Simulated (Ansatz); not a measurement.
A calculation on rock-salt LaTe returned lattice constant a 6.390 Å, bulk modulus 61.6 GPa.

Problem. Which level of theory produced these numbers?
A. LDA (Ansatz, a quantum-chemistry and plane-wave program)
B. PBEsol+SOC (Ansatz)
C. r²SCAN (Ansatz)
D. PBE0 (Ansatz)

Solution. B, PBEsol+SOC (Ansatz)

The others give: LDA 6.344 Å, 65.7 GPa; r²SCAN 6.494 Å, 57.7 GPa; PBE0 6.456 Å, 60.6 GPa.

Unless a cell is named, each level is at its own relaxed cell (LDA 31.92, PBE0 33.63, PBEsol+SOC 32.62, r²SCAN 34.24 Å³/atom).

Ansatz's density-functional and Hartree–Fock values are scalar-relativistic unless marked +SOC, with PAW data made under PBE.
